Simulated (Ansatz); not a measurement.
# Carrier doping in hypothetical P4_2/mnm MgO

Consider MgO (space group P4_2/mnm, No. 136; a = 5.5103 Å, c = 3.2763 Å; a hypothetical phase, not in the database extracts checked).

Carriers are added at fixed cell with a uniform background; the Fermi–Dirac width is that of 300 K.

Computed with PBEsol, PAW, 420 eV (Ansatz, an electronic-structure program; spin-orbit coupling left out).

Notes on the quantities. Fermi level from band edge: Fermi level relative to the doped band's edge (positive inside the band; to 0.05 eV).

```tsv
electron density (10^21 cm⁻³)	Fermi level from band edge (eV)
2	1.25
3	?
5	2.00
10	2.70
```

Problem. Fit E_F = C n^s, fitted as a line in log–log form (a parabolic band gives s = 2/3) to the rows shown and predict the withheld row.

Solution. Least squares on the printed values gives C = 0.90 eV, s = 0.48 (largest residual 0.04 eV); this predicts 1.53 eV, and the run gives 1.50 eV, in agreement.

Carriers are added with a uniform compensating background; total energy and stress of such cells depend on the potential's zero and are not compared; many-body gap narrowing is missing at this level. Whether these cells are dynamically stable was not tested.
